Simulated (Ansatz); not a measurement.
Results of r²SCAN+rVV10 (Ansatz, an electronic-structure program, plane waves, PAW) for KF (Pm-3m, No. 221, 2 atoms in the cell; start mp-8454; a measured phase of this formula has another space group).

Numerical settings: plane-wave cutoff 560 eV, 10×10×10 k mesh, Fermi–Dirac smearing 0.01 eV, scalar-relativistic PAW data made under PBE.

Computed at the level's own relaxed cell.

```
CELL_PARAMETERS angstrom
      3.15378     0.00000     0.00000
      0.00000     3.15378     0.00000
      0.00000     0.00000     3.15378
ATOMIC_POSITIONS crystal
  K  0.00000 0.00000 0.00000
  F  0.50000 0.50000 0.50000
```

Question: List the 8 lowest band energies at Γ above −25 eV (eV, relative to the valence band maximum), grouping those that round alike.

Answer: At Γ: -20.11, -9.83 (×3), -0.02 (×3), 7.85.

A start named mp-… is a Materials Project structure, which need not be a measured phase.
